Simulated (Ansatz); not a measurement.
Start from a 16-atom supercell of AgCl in the rock salt structure (space group Fm-3m, No. 225; a = 5.4475 Å) at its relaxed geometry.

The values are results of Kohn–Sham DFT with the PBEsol functional, run in Ansatz (a first-principles code) with PAW and 420 eV plane waves, scalar-relativistic without spin-orbit coupling, not measurements.

Base values:

The pressure is 0.0 GPa.

It is then changed as follows: a neutral Ag on a Cl site (antisite), atoms relaxed at fixed cell, starting from a slightly rattled geometry.

**Question.** Predict the new largest displacement of a host atom from its site in the perfect cell, pressure and shift of the substituted atom off its lattice site.

**Answer.** The largest displacement of a host atom from its site in the perfect cell comes out as 1.39 Å; the pressure goes from zero to 1.0 GPa; the shift of the substituted atom off its lattice site is 1.51 Å.

The magnetic state is the one reached from the starting moments; the real material's order can differ, and small cells can't hold many antiferromagnetic ones. In so small a cell the defect repeats every few ångströms: this is an ordered compound, not a dilute defect. Seeded moments were not kept for Ag on a Cl site (antisite). The defect cell is spin-polarised and ends with 0.0 μB.
